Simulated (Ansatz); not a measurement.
Start from Se (space group P3_121, No. 152; a = 4.507 Å, c = 4.989 Å; made of chains). Axes: x lies along a and z along c of the hexagonal cell.

All numbers come from r2SCAN (Ansatz, an electronic-structure program), no SOC, earlier PAW set.

It is then changed as follows: the cell is scaled by 1.0286 in all directions, atoms relaxed at fixed cell.

### Question
Predict the stress tensor and what it implies for the stiffness.

### Answer
Stress of the strained cell less that of the base (GPa, compression positive):
```
  -0.66    0.00    0.00
   0.00   -0.66    0.00
   0.00    0.00   -2.73
```

Then B = −ΔP/(ΔV/V₀) with ΔV/V₀ = 0.0883 gives secant stiffness values (nonlinear terms included at this strain): B (at held cell shape, above the free-shape value) ≈ 15 GPa.

As a check, the harmonic strain energy −½ V₀ Δσ:ε is 11 meV/atom; the computed energy rise is 12 meV/atom.

Stability against distortions was not tested. No dispersion term is included, though the crystal is made of layers, chains or molecules, so its spacings can come out too wide.
